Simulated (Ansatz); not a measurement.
In on a cation site across 5 hosts. These are PBE, PAW (plane waves to 420 eV; Ansatz, an electronic-structure program) values and carry that method's errors. Charged cells are image-corrected; levels hold to tenths of an eV, spin–orbit coupling is left out, only levels at least 0.1 eV inside the gap count (those within 0.2 eV of an edge may still be shallow), and each defect is the lowest state found from one start.

```
host                        site at the start       sites, k-points  gap (eV)  localised charge states  levels above the VBM (eV)
--------------------------  -----------------  --------------------  --------  -----------------------  -------------------------
wurtzite AlN                      the Al site     96, 2×2×2 shifted      4.03                        0         none; 0 throughout
metastable alpha Ga2O3            the Ga site  120, 2×2×2 Γ-centred      2.40                        0         none; 0 throughout
metastable zinc-blende GaN        the Ga site     64, 2×2×2 shifted      1.54                        0         none; 0 throughout
metastable zinc-blende AlN        the Al site     64, 2×2×2 shifted      3.31                        0         none; 0 throughout
zinc-blende AlP                   the Al site     64, 2×2×2 shifted      1.63                        0         none; 0 throughout
```

No host shows a level in the gap.
